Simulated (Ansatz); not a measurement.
Structures of equal composition on the (115) surface of diamond: 2 pairs of surface atoms bonded, H on all but both atoms of one pair (paired C at depth 0.0 Å); 2 pairs of surface atoms bonded, H on all but both atoms of one pair (paired C at depth 0.7 Å). The slabs share one bottom face, and each structure is named by its start. These are constructed structures in small cells; real faces may alloy, dewet or reconstruct in larger ones, and not all known structures of the face are among them. Slabs of about 12 Å with all that they carry, Fermi-Dirac smearing of 0.025 eV. Bottom of the slabs: built like the top, H on every dangling bond, free. Relaxed from the named starts with such symmetry as they have, on meshes of like density; energies extrapolated to zero smearing; no spin-orbit coupling, no U. Spin-polarised runs, if any, are marked in brackets, and their order is one that fits the cell; the others ran without spin. Where a second, spin-polarised start was run, the lower counts.

These are PBE (plane waves to 420 eV, PAW; Ansatz, an electronic-structure program) values and carry that method's errors.

Q: Put the candidates in order of energy per 1x1 cell, lowest first, for PBE.

A: 2 pairs of surface atoms bonded, H on all but both atoms of one pair (paired C at depth 0.7 Å) (0.000 eV, gap 1.84 eV on the mesh), 2 pairs of surface atoms bonded, H on all but both atoms of one pair (paired C at depth 0.0 Å) (0.039 eV [spin start, no net moment], gap 2.00 eV on the mesh)
